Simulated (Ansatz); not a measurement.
The reference is Al₂Au (space group Fm-3m, No. 225; a = 6.061 Å; relaxed with 0.1 eV smearing).

Method: Ansatz (an electronic-structure program), PBE, PAW, cutoff 420 eV, no SOC.

Strains are applied to the cell and any free atomic positions relax.

One change was made to it. Results:

| quantity | base | after |
|---|---|---|
| energy relative to the base (free energy F) | 0 meV/atom | +12 meV/atom |
| pressure | 0.0 GPa | -4.2 GPa |

Task: Name the change that was made.
A. isotropic strain +1.00 %
B. isotropic strain +2.50 %
C. isotropic strain +0.50 %
D. isotropic strain +1.50 %
E. isotropic strain −3.00 %

Result: D, isotropic strain +1.50 %. For comparison, the energy relative to the base in the other runs: isotropic strain +2.50 % gives +31 meV/atom; isotropic strain +1.00 % gives +5.2 meV/atom; isotropic strain −3.00 % gives +55 meV/atom; isotropic strain +0.50 % gives +1.3 meV/atom.

Stability against distortions was not tested.
